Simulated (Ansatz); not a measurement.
We look at the formation energy of H_i in Mo (bcc, Im-3m). Reaction: 64 Mo (bcc) + 1/2 H2 (gas) → cell A.

Cell A: a supercell of 64 sites of Mo (bcc, Im-3m) with H off the lattice sites (4 Mo at 1.84 Å); spin state with PBE: run without spin, k-point mesh 4×4×4.
```
Mo64H
1.0
   10.95032     0.00000     0.00000
   -3.65011    10.32406     0.00000
   -3.65011    -5.16203     8.94090
Mo H
64 1
Cartesian
  0.00539   0.00501   0.00905
 -0.91308  -1.29012   2.23518
  9.12491  -2.58076   4.46935
 -2.73337  -3.86635   6.70613
 -0.91312   2.58296  -0.00062
 -1.82502   1.28994   2.23559
  8.21173  -0.00239   4.47100
 -3.65101  -1.28987   6.70524
 -1.82653   5.16308  -0.00091
  8.21422   3.87126   2.23658
  7.30025   2.58044   4.47080
 -4.56267   1.29053   6.70500
  8.21667   7.74055   0.00465
  7.29948   6.45306   2.23341
  6.38789   5.16340   4.46884
  5.48671   3.87218   6.70718
  2.73880   0.00014   0.00092
  1.82628  -1.29223   2.23546
  0.91130  -2.58167   4.46884
 -0.00122  -3.87066   6.70533
  1.82477   2.58121  -0.00150
  0.90930   1.28626   2.22486
 -0.00151  -0.00441   4.46654
 -0.91600  -1.29620   6.70613
  0.91050   5.16195  -0.00062
 -0.00367   3.87412   2.23041
 -0.92441   2.57660   4.46330
 -1.83083   1.28911   6.70699
 -0.00021   7.74234   0.00199
 -0.91179   6.45123   2.23658
 -1.82898   5.16481   4.46596
 -2.74912   3.87316   6.70549
  5.47095   0.00298   0.00426
  4.56299  -1.29133   2.23600
  3.65066  -2.58086   4.47080
  2.73219  -3.86118   6.70549
  4.56291   2.57982   0.00092
  3.65358   1.28805   2.23007
  2.73909  -0.00559   4.46859
  1.82829  -1.30161   6.70718
  3.64718   5.15528   0.00905
  2.74051   3.87599   2.22486
  1.84230   2.56882   4.40087
  0.89528   1.22416   6.72991
  2.73393   7.74111   0.00446
  1.82560   6.45270   2.23559
  0.91272   5.17470   4.46330
 -0.05681   3.91169   6.72679
  8.21335   0.00409   0.00446
  7.29830  -1.28916   2.23647
  6.38960  -2.57927   4.47100
  5.47455  -3.86562   6.70699
  7.30081   2.58145   0.00199
  6.38859   1.29044   2.23600
  5.47617  -0.00072   4.46811
  4.56260  -1.29048   6.70500
  6.39135   5.15916   0.00465
  5.47719   3.87094   2.23546
  4.56841   2.58145   4.46859
  3.66199   1.28211   6.70543
  5.47496   7.74319   0.01455
  4.56209   6.45293   2.23518
  3.65376   5.16493   4.46654
  2.79439   3.90990   6.72991
  1.36879   2.90364   6.14687
```

Reference: Mo (bcc, Im-3m), 64 atoms in the cell, the relaxed perfect crystal repeated, atoms not moved again; spin state with PBE: run without spin, k-point mesh 4×4×4 on the run's own vectors.

Reference: an isolated H2 molecule (singlet) in a box of 11 × 11 × 13 Å.

Plane-wave PAW calculations with Ansatz (a program for electronic structure), its default PAW set, cutoff 420 eV. The structures are at rest with PBE, within the held lattices. Neutral cells; Fermi-Dirac smearing of at most 0.10 eV in the solids, energies taken to zero width. Larger cells are relaxed from a start prepared with the learned potential CHGNet, on a coarser mesh till forces fall under 0.03 eV/Å, which some starts already meet. A dispersion term (D3(BJ), or D4 for r2SCAN) was computed beside these levels and is taken off wherever the name lacks it. Space groups of crystals are read within 0.01 Å. Static lattices, no vibrational contributions. No structure search was made; lower ones may exist. No correction for cell size. Mesh and cell size may move defect energies by 0.1 eV or more. Cell A has symmetry I-4m2 within 0.02 Å and got no random move, so less symmetric positions, which may lie lower, weren't tried.

Problem. Estimate the value that PBE returns for this input.

Solution. 0.59 eV, for 64 Mo (bcc) + 1/2 H2 (gas) → cell A.
